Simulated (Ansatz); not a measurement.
The structure below was relaxed with LDA (Ansatz, a quantum-chemistry and plane-wave program; PAW; 420 eV plane waves; no spin-orbit coupling), at pressure 2.1 GPa.

```
Al
1.0
    0.00000     1.97566     1.97566
    1.97566     0.00000     1.97566
    1.97566     1.97566     0.00000
Al
1
Direct
  0.00000   0.00000   0.00000
```

### Question
Find the space group and the Wyckoff positions.

### Answer
Space group Fm-3m (No. 225); a = b = c = 3.951 Å, α = β = γ = 90.00°

```json
[
 {"atom": "Al", "site": "4a", "symmetry": "m-3m", "x": "0.0000", "y": "0.0000", "z": "0.0000"}
]
```

### Question
Describe the coordination.

### Answer
The crystal has 4 atoms in its conventional cell. Cell: a = b = c = 3.951 Å, α = β = γ = 90.00°. Al is surrounded by 12 Al at 2.794 Å (cuboctahedral). (Neighbours: up to the widest gap in distance over summed covalent radii, below 1.35, at either atom.)

Load acts through the strain it causes; cell and atoms are relaxed under it. No phonon test of stability was made. The cell was made from Al in the fcc (Cu type) structure (space group Fm-3m, No. 225) by this change: pressure 2.1 GPa.
